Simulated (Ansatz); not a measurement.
## CdTe in the zinc blende structure (space group F-43m, No. 216)

```
CELL_PARAMETERS angstrom
      0.00000     3.24436     3.24436
      3.24436     0.00000     3.24436
      3.24436     3.24436     0.00000
ATOMIC_POSITIONS crystal
  Cd 0.00000 0.00000 0.00000
  Te 0.25000 0.25000 0.25000
```

Calculations: Ansatz (a quantum-chemistry and plane-wave program), PBEsol, PAW, cutoff 420 eV, no spin-orbit coupling. Γ-centred 9×9×9 mesh, Fermi–Dirac width 0.05 eV.

```json
{
 "volume_per_atom": "34.15 Å³",
 "density": "5.84 g/cm³",
 "band_gap": "0.65 eV, direct at Γ",
 "electron_mass": "0.055 mₑ",
 "Hole mass (degenerate bands, along [100])": "0.056, 0.51, 0.51 mₑ",
 "Lowest conduction-band minima above the VBM": "Γ 0.65 eV; L along ⟨111⟩ 1.74 eV",
 "total_energy": "-7543.172 eV/atom (σ→0; compares only within this code and set-up)"
}
```

Spin-orbit coupling, missing from the scalar runs, can matter with Te. Masses are band curvatures over ±0.01 Å⁻¹ around the edge. Whether these cells are dynamically stable was not tested.
